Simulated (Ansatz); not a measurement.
Ansatz (a program for electronic structure) run on Hf (P6_3/mmc, 2 atoms in the cell): self-consistent single point

Method: PBE (plane waves, PAW; Ansatz).

Input:

Ansatz 0.2 input:
```yaml
# Hf
crystal:
  lattice:
    - [1.602975, -2.776434, 0.000000]
    - [1.602975, 2.776434, 0.000000]
    - [0.000000, 0.000000, 5.075250]
  atoms:
    - { symbol: Hf, position_ang: [1.602975, 0.925478, 1.268812] }
    - { symbol: Hf, position_ang: [1.602975, -0.925478, 3.806437] }
basis:
  ecutwfc: 420.0
kpoints:
  mp_grid: { grid: [12, 12, 7] }
hamiltonian:
  xc: pbe
  pseudopotentials: { kind: paw }
scf:
  occupations: { method: fermi_dirac, width: 0.1 }
output:
  forces: true
  eigenvalues: true
  stress: true
```

Log, with long lists cut:

```
WARN ansatz: RAYON_NUM_THREADS=1 ignored (pool sized by the plan → 1); use --threads N
Pseudopotentials: kind: paw
Pseudopotential: Hf, paw, valence charge 26
Crystal: 2 atoms, lattice volume = 45.175 Å³
Basis set: ecut = 420 eV, 881 PW (Γ), exchange–correlation on 48×48×72 points (8 copies of the dense FFT grid, shifted against one another)
Bands: 32, of which v1, the nominal top of the filled ones, is band 26 counted from 1 (25 counted from 0)
Symmetry: 24 space group operations
Space group: P63/mmc (ITA 194), of the structure as read, at distance tolerance 3.6e-5 Å
k-points: 76 of 1008
Initial density: superposition of atomic densities (neutral atoms: chi_scale 0, normalization atom), corrected by the library's trained network
Initial wavefunctions: pseudopotential atomic-orbital guess
Eigensolver: davidson
Functional: x = pbe(κ = 0.804, μ = 0.2195149727645171), c = pbe(β = 0.06672455060314922)
SCF iter   1: F=—  HF=-31442.749996 eV  |F-HF|=—  |Δ(HF+E_count)|=         —  Δρ=2.85e-3  dr2=1.80e-3  ethr=1.77e-3  ⟨swp⟩=4.3  Hψ=7957  notcnv=0
all-band conjugate gradients solve this SCF's bands
preconditioner: auto → Kerker (q_TF=auto, 2.793 Å⁻¹)
SCF iter   2: F=—  HF=-31442.750362 eV  |F-HF|=—  |Δ(HF+E_count)|=   3.67e-4  Δρ=1.80e-3  dr2=7.99e-4  ethr=3.47e-6  ⟨swp⟩=2.7  Hψ=4981  notcnv=0
SCF iter   3: F=—  HF=-31442.750576 eV  |F-HF|=—  |Δ(HF+E_count)|=   2.13e-4  Δρ=2.79e-4  dr2=3.14e-5  ethr=1.54e-6  ⟨swp⟩=2.1  Hψ=2879  notcnv=0
SCF iter   4: F=—  HF=-31442.750595 eV  |F-HF|=—  |Δ(HF+E_count)|=   1.93e-5  Δρ=1.40e-4  dr2=4.84e-6  ethr=6.04e-8  ⟨swp⟩=2.1  Hψ=4380  notcnv=0
SCF iter   5: F=—  HF=-31442.750593 eV  |F-HF|=—  |Δ(HF+E_count)|=   2.21e-6  Δρ=5.13e-5  dr2=6.71e-7  ethr=9.30e-9  ⟨swp⟩=2.1  Hψ=3936  notcnv=0
SCF iter   6: F=—  HF=-31442.750593 eV  |F-HF|=—  |Δ(HF+E_count)|=   3.99e-7  Δρ=1.38e-5  dr2=4.75e-8  ethr=1.92e-10  ⟨swp⟩=6.9  Hψ=12289  notcnv=0
SCF iter   7: F=-31442.750593 eV  HF=-31442.750593 eV  |F-HF|=4.03e-9  |Δ(HF+E_count)|=   3.36e-8  Δρ=3.80e-6  dr2=5.63e-9  ethr=9.13e-11  ⟨swp⟩=4.7  Hψ=9202  notcnv=0
SCF 1 converged in 7 iterations: F = -31442.750593 eV  dr2 = 5.63e-9
SCF converged after 7 iterations
Free energy (F): -31442.750593 eV
Harris-Foulkes:  -31442.750593 eV  (|F-HF|=4.03e-9)
Internal energy: -31442.694147 eV  (E = F + TS)
E sigma→0 (E₀):  -31442.722370 eV
Entropy (-TS):   -0.056446 eV (-28.223 meV/atom)
Fermi energy:    19.681491 eV
--- Per-component energies (eV) ---
  E_band       = 60.721688
  E_kinetic    = 847.788306
  E_local      = -10193.801502  (includes V_loc(G=0)·N_el)
  E_nonlocal   = -2488.769907
  E_hartree    = 4791.785990
  E_xc         = -600.066019
  E_vxc        = -532.170603  (∫ρ·V_xc dr)
  E_paw        = -13855.480955  (= ΣΔE_a)
  E_vpaw       = 2844.111443  (= ΣTr[D̂ρ^β])
  E_aug_tail   = -0.000002  (compensation charges beyond the density's cutoff)
  E_ewald      = -9944.150059
  E_smearing   = -0.056446  (= −TS)
  E_closure    = -0.000000  (closes the sum)
  Σ components = -31442.750593   (vs F -31442.750593, Δ=0.00e0)
--- Forces (eV/Å), atoms counted from 1 ---
  atom   1  Hf    -0.00000000     0.00000000     0.00000000
  atom   2  Hf    -0.00000000     0.00000000     0.00000000
  max |Σ_I F_I| component: 1.11e-16 eV/Å
--- Stress (GPa, compression-positive) ---
       -0.187977       0.000000       0.000000
        0.000000      -0.187977       0.000000
        0.000000       0.000000      -0.167357
  P = ⅓ Tr σ = -0.1811 GPa (-1.811 kbar)
  The stress holds the Pulay correction. Without it, at fixed plane waves, as pw.x and ABINIT print it: P = -0.2255 GPa
--- Band table (eV; the first three rows and the last of 76) ---
  k-point 0: bands = ["-42.2382", "-42.1700", "-11.3602", "-10.6450", "-10.6450", "-10.5207", "-10.5207", "-10.5186", "7.7936", "7.8247", "7.8264", "7.8264", "7.8283", "7.8283", "7.8315", "7.8383", "7.8383", "7.8469", "7.8653", "7.8653", "7.9040", [...]
  k-point 1: bands = ["-42.2348", "-42.1734", "-11.3211", "-10.6389", "-10.6389", "-10.5632", "-10.5269", "-10.5269", "7.7941", "7.8169", "7.8169", "7.8270", "7.8274", "7.8329", "7.8329", "7.8404", "7.8404", "7.8478", "7.8685", "7.8685", "7.9042", [...]
  k-point 2: bands = ["-42.2254", "-42.1829", "-11.2102", "-10.6862", "-10.6218", "-10.6218", "-10.5443", "-10.5443", "7.7965", "7.8108", "7.8108", "7.8187", "7.8228", "7.8228", "7.8326", "7.8477", "7.8536", "7.8536", "7.8722", "7.8722", "7.9046", [...]
  k-point 75: bands = ["-42.1654", "-42.1654", "-11.1594", "-11.1594", "-10.9932", "-10.9334", "-10.6584", "-10.6584", "7.8186", "7.8262", "7.8262", "7.8289", "7.8354", "7.8354", "7.8397", "7.8449", "7.8449", "7.8478", "7.8480", "7.8480", "7.8864", [...]
```

The run converged in 7 iterations.

The starting cell has typed, rounded lattice constants, without a prior relaxation at this level. Its lattice was rescaled by up to half a per cent. Spin-orbit coupling is off. Ansatz's pressure includes its estimate of the finite-basis (Pulay) stress.
